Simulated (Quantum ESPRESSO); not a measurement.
# Convergence series on CsSnI3 (Pnma, 20 atoms in the cell)

```yaml
crystal:
  lattice:
    - [10.49169, 0.00000, 0.00000]
    - [0.00000, 4.73494, 0.00000]
    - [0.00000, 0.00000, 17.78495]
  atoms:
    - { symbol: Cs, position: [0.58415, 0.25000, 0.16990] }
    - { symbol: Cs, position: [0.41585, 0.75000, 0.83010] }
    - { symbol: Cs, position: [0.91585, 0.75000, 0.66990] }
    - { symbol: Cs, position: [0.08415, 0.25000, 0.33010] }
    - { symbol: Sn, position: [0.84136, 0.25000, 0.93810] }
    - { symbol: Sn, position: [0.15864, 0.75000, 0.06190] }
    - { symbol: Sn, position: [0.65864, 0.75000, 0.43810] }
    - { symbol: Sn, position: [0.34136, 0.25000, 0.56190] }
    - { symbol: I, position: [0.52685, 0.75000, 0.61560] }
    - { symbol: I, position: [0.47315, 0.25000, 0.38440] }
    - { symbol: I, position: [0.97315, 0.25000, 0.11560] }
    - { symbol: I, position: [0.02685, 0.75000, 0.88440] }
    - { symbol: I, position: [0.79401, 0.75000, 0.29136] }
    - { symbol: I, position: [0.20599, 0.25000, 0.70864] }
    - { symbol: I, position: [0.70599, 0.25000, 0.79136] }
    - { symbol: I, position: [0.29401, 0.75000, 0.20864] }
    - { symbol: I, position: [0.66611, 0.75000, 0.99863] }
    - { symbol: I, position: [0.33389, 0.25000, 0.00137] }
    - { symbol: I, position: [0.83389, 0.25000, 0.49863] }
    - { symbol: I, position: [0.16611, 0.75000, 0.50137] }
```

Computed with PBE, GBRV 1.5 ultrasoft (PBE) pseudopotentials (plane waves; Quantum ESPRESSO).

The starting cell comes from a database of computed structures (which also holds hypothetical and non-ambient phases and stackings), without a prior relaxation at this level. Its lattice was rescaled by a random factor within 2.5 % of one. Spin-orbit coupling is off.

Held fixed: ecutwfc = 40 Ry; ecutrho = 200 Ry; occupations = fixed; potentials = {Cs: cs_pbe_v1.uspp.F.UPF, Sn: sn_pbe_v1.4.uspp.F.UPF, I: i_pbe_v1.uspp.F.UPF}; K_POINTS = automatic 2 3 1 0 0 0; nbnd = 96; mixing_beta = 0.5.

ΔF is the free energy per atom less that of the last row (7.3e-12 Ry).

```csv
conv_thr,ΔF (meV/atom),pressure (GPa),largest force (eV/Å),gap on the mesh (eV),iterations
0.0073 Ry,0.66,1.82,1.082,2.054,4
0.00073 Ry,0.17,0.83,0.648,2.062,5
7.3e-05 Ry,0.04,0.90,0.320,2.059,6
7.3e-06 Ry,0.00,1.14,0.186,2.059,8
7.3e-07 Ry,0.00,1.05,0.188,2.060,9
7.3e-08 Ry,0.00,1.03,0.188,2.060,10
7.3e-10 Ry,0.00,1.04,0.188,2.060,12
1e-10 Ry,0.00,1.04,0.188,2.060,14
7.3e-12 Ry,0.00,1.04,0.188,2.060,16
```

Largest force within 0.005 eV/Å of the last row: from conv_thr = 7.3e-06 Ry on; the one before it is off by 0.13 eV/Å. The value it settles on is 0.188 eV/Å at this level of theory and with the other settings as held.

Pressure within 0.05 GPa of the last row: from conv_thr = 7.3e-07 Ry on; the one before it is off by 0.098 GPa. The value it settles on is 1.04 GPa at this level of theory and with the other settings as held.

The gap is read on the k-point mesh of the run and can differ from the gap over the whole zone at this level.
